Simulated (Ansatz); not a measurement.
# AlAs, pressure series

The reference is AlAs in the zinc blende structure (space group F-43m, No. 216; a = 5.728 Å).

Cell and atoms are relaxed at each pressure.

All numbers come from PBE, PAW, 420 eV (Ansatz, a program for electronic structure; spin-orbit coupling left out), earlier PAW set.

For the base:

| Quantity | Value |
|---|---|
| Band gap | 1.50 eV |

Task: The aim is a band gap between 1.28 eV and 1.36 eV. Which of these changes reaches it?
(A) pressure 18 GPa
(B) pressure 60 GPa
(C) pressure 9 GPa
(D) pressure 45 GPa
(E) pressure 30 GPa

Result: C, pressure 9 GPa. It gives 1.32 eV; pressure 30 GPa gives 0.97 eV; pressure 18 GPa gives 1.16 eV; pressure 60 GPa gives 0.60 eV; pressure 45 GPa gives 0.77 eV. Changes not listed may reach it too

Load acts through the strain it causes; cell and atoms are relaxed under it. No phonon test of stability was made. Measured, AlAs leaves this structure (for the NiAs type) near 12 GPa (temperature not stated; as listed in Datta, Sujoy, Jana, Debnarayan, arXiv (2020)), on rising pressure, with hysteresis.
